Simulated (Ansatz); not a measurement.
Output of an Ansatz run (abridged):

```
WARN the atoms were moved onto the symmetric positions of the space group found under crystal.symmetry.tolerance 1.0e-5 (fractional …
WARN ansatz: RAYON_NUM_THREADS=1 ignored (pool sized by the plan → 1); use --threads N
Pseudopotentials: kind: paw
Pseudopotential: Sc, paw, valence charge 11
Pseudopotential: B, paw, valence charge 3
Crystal: 9 atoms, lattice volume = 233.703 Å³
Basis set: ecut = 420 eV, 4543 PW (Γ), exchange–correlation on 48×48×288 points (8 copies of the dense FFT grid, shifted against one another)
Bands: 35, of which v1, the nominal top of the filled ones, is band 26 counted from 1 (25 counted from 0)
Symmetry: 8 space group operations
Space group: Pmmm (ITA 47), of the structure as read, at distance tolerance 6.2e-5 Å
k-points: 30 of 90
PAW frozen core: Sc, regenerated for the run's functional, and the local potential with it
PAW frozen core: B, regenerated for the run's functional, and the local potential with it
Initial density: superposition of atomic densities (neutral atoms: chi_scale 0, normalization atom), corrected by the library's trained network
Initial wavefunctions: pseudopotential atomic-orbital guess
Eigensolver: davidson
Functional: x = pbesol(κ = 0.804, μ = 0.12345679012345678), c = pbesol(β = 0.046)
SCF iter   1: F=—  HF=-7251.578588 eV  |F-HF|=—  |Δ(HF+E_count)|=         —  Δρ=4.84e-3  dr2=2.16e-1  ethr=1.77e-3  ⟨swp⟩=6.9  Hψ=5283  notcnv=0  defer=9
all-band conjugate gradients solve this SCF's bands
preconditioner: auto → LDOS
SCF iter   2: F=—  HF=-7251.556497 eV  |F-HF|=—  |Δ(HF+E_count)|=   2.21e-2  Δρ=1.51e-3  dr2=1.96e-2  ethr=4.23e-4  ⟨swp⟩=2.1  Hψ=1639  notcnv=0  defer=96
SCF iter   3: F=—  HF=-7251.555314 eV  |F-HF|=—  |Δ(HF+E_count)|=   1.18e-3  Δρ=3.09e-4  dr2=7.48e-4  ethr=3.85e-5  ⟨swp⟩=2.0  Hψ=1317  notcnv=0  defer=96
SCF iter   4: F=—  HF=-7251.555295 eV  |F-HF|=—  |Δ(HF+E_count)|=   1.85e-5  Δρ=1.02e-4  dr2=7.14e-5  ethr=1.47e-6  ⟨swp⟩=2.8  Hψ=1564  notcnv=0  defer=96
SCF iter   5: F=—  HF=-7251.555377 eV  |F-HF|=—  |Δ(HF+E_count)|=   8.21e-5  Δρ=2.84e-5  dr2=3.80e-6  ethr=1.40e-7  ⟨swp⟩=2.2  Hψ=1250  notcnv=0  defer=96
SCF iter   6: F=—  HF=-7251.555378 eV  |F-HF|=—  |Δ(HF+E_count)|=   6.91e-7  Δρ=5.78e-6  dr2=2.11e-7  ethr=7.45e-9  ⟨swp⟩=2.4  Hψ=1702  notcnv=0  defer=96
SCF iter   7: F=-7251.555378 eV  HF=-7251.555378 eV  |F-HF|=4.90e-9  |Δ(HF+E_count)|=   1.25e-7  Δρ=1.73e-6  dr2=1.81e-8  ethr=1.96e-10  ⟨swp⟩=13.6  Hψ=5340  notcnv=0
SCF 1 converged in 7 iterations: F = -7251.555378 eV  dr2 = 1.81e-8
SCF converged after 7 iterations
Free energy (F): -7251.555378 eV
Harris-Foulkes:  -7251.555378 eV  (|F-HF|=4.90e-9)
Internal energy: -7251.541732 eV  (E = F + TS)
E sigma→0 (E₀):  -7251.548555 eV
Entropy (-TS):   -0.013646 eV (-1.516 meV/atom)
Fermi energy:    1.027661 eV
--- Per-component energies (eV) ---
  E_band       = -824.321017
  E_kinetic    = 1066.275654
  E_local      = -31478.339570  (includes V_loc(G=0)·N_el)
  E_nonlocal   = 318.265474
  E_hartree    = 15122.405840
  E_xc         = -500.814129
  E_vxc        = -613.013651  (∫ρ·V_xc dr)
  E_paw        = -3247.646807  (= ΣΔE_a)
  E_vpaw       = -362.339601  (= ΣTr[D̂ρ^β])
  E_aug_tail   = 0.000007  (compensation charges beyond the density's cutoff)
  E_ewald      = 11467.836459
  E_core_change = 0.475341  (= ΣΔE_core)
  E_smearing   = -0.013646  (= −TS)
  E_closure    = 0.000000  (closes the sum)
  Σ components = -7251.555378   (vs F -7251.555378, Δ=0.00e0)
--- Forces (eV/Å), atoms counted from 1 ---
  atom   1  Sc     0.00000000    -0.00000000    -1.69443412
  atom   2  B      0.00000000     0.00000000     1.86693841
  atom   3  B      0.00000000    -0.00000000    -0.20422178
  atom   4  Sc     0.00000000    -0.00000000     0.00000000
  atom   5  B      0.00000000    -0.00000000    -0.06439432
  atom   6  B      0.00000000     0.00000000     0.06439432
  atom   7  Sc     0.00000000     0.00000000     1.69443412
  atom   8  B      0.00000000     0.00000000     0.20422178
  atom   9  B      0.00000000    -0.00000000    -1.86693841
  max |Σ_I F_I| component: 4.44e-16 eV/Å
--- Stress (GPa, compression-positive) ---
       -3.079225       0.000000      -0.000000
        0.000000      -3.351161      -0.000000
       -0.000000      -0.000000      -2.367957
  P = ⅓ Tr σ = -2.9328 GPa (-29.328 kbar)
  The stress holds the Pulay correction. Without it, at fixed plane waves, as pw.x and ABINIT print it: P = -2.9910 GPa
--- Band table (eV; the first three rows and the last of 30) ---
  k-point 0: bands = ["-47.0815", "-47.0739", "-46.9800", "-26.0443", "-25.8849", "-25.8563", "-25.8378", "-25.7693", "-25.6620", "-25.6550", "-25.6352", "-25.5655", "-10.2417", "-9.0085", "-7.1412", "-4.9770", "-2.6442", "-0.9503", "-0.7749", [...]
  k-point 1: bands = ["-47.0803", "-47.0727", "-46.9787", "-26.0412", "-25.8850", "-25.8750", "-25.8569", "-25.7884", "-25.6600", "-25.6533", "-25.6334", "-25.5639", "-10.1154", "-8.9148", "-7.0148", "-4.9961", "-2.6373", "-1.4210", "-1.1395", [...]
  k-point 2: bands = ["-47.0772", "-47.0697", "-46.9756", "-26.0332", "-25.9308", "-25.9049", "-25.8766", "-25.8359", "-25.6548", "-25.6490", "-25.6289", "-25.5598", "-9.7689", "-8.6704", "-6.6676", "-5.0175", "-2.8096", "-2.2884", "-1.6687", [...]
  k-point 29: bands = ["-47.0273", "-47.0273", "-46.9397", "-26.0315", "-26.0197", "-25.9775", "-25.9272", "-25.9271", "-25.8888", "-25.8231", "-25.7432", "-25.6939", "-7.3033", "-7.0012", "-6.9221", "-4.9854", "-4.0375", "-3.4287", "-2.5121", [...]
```

The structure:

```xyz
9
Lattice="3.1297 0.0000 0.0000 0.0000 3.5177 0.0000 0.0000 0.0000 21.2277" Properties=species:S:1:pos:R:3 pbc="T T T"
Sc     0.7824     0.0000     7.9034
B      2.3473     1.7589     7.0000
B      2.3473     1.7589     8.8069
Sc     2.3473     0.0000    10.6138
B      0.7824     1.7589     9.7104
B      0.7824     1.7589    11.5173
Sc     0.7824     0.0000    13.3242
B      2.3473     1.7589    12.4208
B      2.3473     1.7589    14.2277
```

Question: Reconstruct the input of this run.

Answer: Other spellings and defaults could give the same log, and not every line can be read from it. The input that was run (DFT, PBEsol, plane waves, default PAW files made with PBE):

Ansatz 0.2 input:
```yaml
crystal:
  lattice:
    - [3.129683, 0.000000, 0.000000]
    - [0.000000, 3.517723, 0.000000]
    - [0.000000, 0.000000, 21.227709]
  atoms:
    - { symbol: Sc, position: [0.250000, 0.000000, 0.372315] }
    - { symbol: B, position: [0.750000, 0.500000, 0.329758] }
    - { symbol: B, position: [0.750000, 0.500000, 0.414878] }
    - { symbol: Sc, position: [0.750000, 0.000000, 0.499998] }
    - { symbol: B, position: [0.250000, 0.500000, 0.457440] }
    - { symbol: B, position: [0.250000, 0.500000, 0.542560] }
    - { symbol: Sc, position: [0.250000, 0.000000, 0.627680] }
    - { symbol: B, position: [0.750000, 0.500000, 0.585122] }
    - { symbol: B, position: [0.750000, 0.500000, 0.670242] }
basis:
  ecutwfc: 420.0
kpoints:
  mp_grid: { grid: [10, 9, 1] }
hamiltonian:
  xc: pbesol
  pseudopotentials: { kind: paw }
scf:
  occupations: { method: gaussian, width: 0.1 }
output:
  forces: true
  eigenvalues: true
  stress: true
```

The starting cell comes from a database of computed structures (which also holds hypothetical and non-ambient phases and stackings), without a prior relaxation at this level. The slab is cut from that crystal, and its faces are unrelaxed. Its lattice was rescaled by up to half a per cent. Spin polarisation is off, though cut faces can carry moments; the slab shows no gap. Forces in this geometry exceed 1 eV/Å.

Ansatz is an electronic-structure program.
